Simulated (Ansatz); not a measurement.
Consider interstitial Cu in bixbyite In2O3, charge state +1. Level of theory: PBE, PAW (plane waves to 420 eV; Ansatz, a quantum-chemistry and plane-wave program).

Settings: 80 host sites, the relaxed PBE lattice, one k-point at (0.250, 0.250, 0.250), smearing 0.01 eV, spin-restricted, no image-charge correction. Energies are static. The charge state is imposed; whether it is stable for some Fermi level was not computed. Sites that were not tried may lie lower.

Barriers: single points on a 2×2×2 k-point mesh shifted by half a step at the bands' geometries (they differ from the bands' own by up to 0.06 eV, and are uncertain by about as much).

Relaxed starting cell (atoms counted from 1):

```
CELL_PARAMETERS angstrom
     10.28967     0.00000     0.00000
      0.00000    10.28967     0.00000
      0.00000     0.00000    10.28967
ATOMIC_POSITIONS crystal
  In 0.74914 0.24982 0.24962
  In 0.24987 0.25142 0.24816
  In 0.25147 0.74993 0.25154
  In 0.25053 0.24904 0.75021
  In 0.99965 0.24837 0.46375
  In 0.03419 0.49810 0.25032
  In 0.46891 0.49665 0.75245
  In 0.25024 0.03609 0.49776
  In 0.74746 0.46413 0.49802
  In 0.99422 0.75280 0.05099
  In 0.03172 0.00432 0.74823
  In 0.24855 0.47031 0.99705
  In 0.46611 0.00151 0.25029
  In 0.74943 0.03423 0.00126
  In 0.49856 0.25100 0.03435
  In 0.50383 0.75054 0.46097
  O  0.34998 0.62229 0.88555
  O  0.11030 0.34714 0.11614
  O  0.88947 0.15461 0.11787
  O  0.60902 0.15512 0.88371
  O  0.38803 0.34674 0.88290
  O  0.11759 0.11143 0.34472
  O  0.88221 0.38880 0.34529
  O  0.34566 0.38213 0.61075
  O  0.10994 0.15475 0.61677
  O  0.38100 0.39172 0.15242
  O  0.60894 0.34501 0.38163
  O  0.88375 0.33673 0.61369
  O  0.38908 0.15564 0.38144
  O  0.61666 0.11103 0.15429
  O  0.38322 0.60994 0.34375
  O  0.61814 0.89128 0.34560
  O  0.15439 0.38123 0.38902
  O  0.15846 0.88230 0.61081
  O  0.11769 0.89093 0.16129
  O  0.88042 0.60859 0.15784
  O  0.34488 0.11872 0.11094
  O  0.34682 0.88243 0.39088
  O  0.15478 0.11679 0.88970
  O  0.15397 0.61901 0.11151
  In 0.28877 0.76709 0.73198
  In 0.74865 0.74879 0.74967
  In 0.74644 0.24716 0.75080
  In 0.74804 0.74972 0.25223
  In 0.50303 0.75085 0.97020
  In 0.53735 0.00362 0.75041
  In 0.96460 0.00196 0.25255
  In 0.75024 0.53292 0.00097
  In 0.24735 0.96796 0.00478
  In 0.49906 0.24963 0.53303
  In 0.53323 0.49882 0.24859
  In 0.74993 0.96587 0.50053
  In 0.95788 0.48161 0.74335
  In 0.25308 0.53003 0.49637
  In 0.99828 0.74741 0.53062
  In 0.00032 0.24865 0.96750
  O  0.84426 0.11684 0.38965
  O  0.60839 0.84496 0.61875
  O  0.39834 0.64871 0.61049
  O  0.11223 0.65286 0.38372
  O  0.88925 0.84431 0.38315
  O  0.61989 0.60955 0.84705
  O  0.38582 0.89889 0.85123
  O  0.84139 0.88445 0.11618
  O  0.61101 0.65423 0.11893
  O  0.88385 0.88763 0.65367
  O  0.09370 0.85622 0.89462
  O  0.38884 0.84659 0.11801
  O  0.89231 0.65789 0.88423
  O  0.11133 0.59868 0.64970
  O  0.88074 0.11077 0.84586
  O  0.11569 0.38697 0.84431
  O  0.65536 0.88245 0.89014
  O  0.65417 0.38224 0.11003
  O  0.61713 0.38803 0.65455
  O  0.38248 0.10971 0.65411
  O  0.84323 0.61325 0.61162
  O  0.84291 0.38078 0.88979
  O  0.65460 0.61668 0.38902
  O  0.65398 0.11685 0.60939
  Cu 0.07299 0.70300 0.79746
```
Cell charge +1.

End state 1 differs by these moves (Å; atoms that move under 0.08 Å are left out):

```csv
atom,element,Δx,Δy,Δz
10,In,-0.13,0.04,-0.09
12,In,0.05,-0.22,0.09
17,O,0.07,-0.17,0.21
21,O,0.03,-0.08,-0.01
26,O,0.04,-0.08,0.06
28,O,0.08,0.11,0.05
34,O,-0.10,0.07,-0.09
41,In,-0.22,0.01,-0.21
53,In,0.13,0.22,0.08
63,O,-0.03,-0.10,-0.10
67,O,0.05,-0.06,-0.06
70,O,0.11,0.16,0.00
81,Cu,1.34,-0.01,1.33
```

Problem. What is the computed forward and backward barriers to end state 1 (PBE, PAW)?

Solution. forward 0.26 eV, backward 0.26 eV; at the saddle point atom 81 has neighbours In at 2.46, In at 2.60, In at 2.62; O at 2.07, O at 2.09, 2 O at 2.34, O at 2.65, O at 2.69 Å. The saddle point's order was not checked.
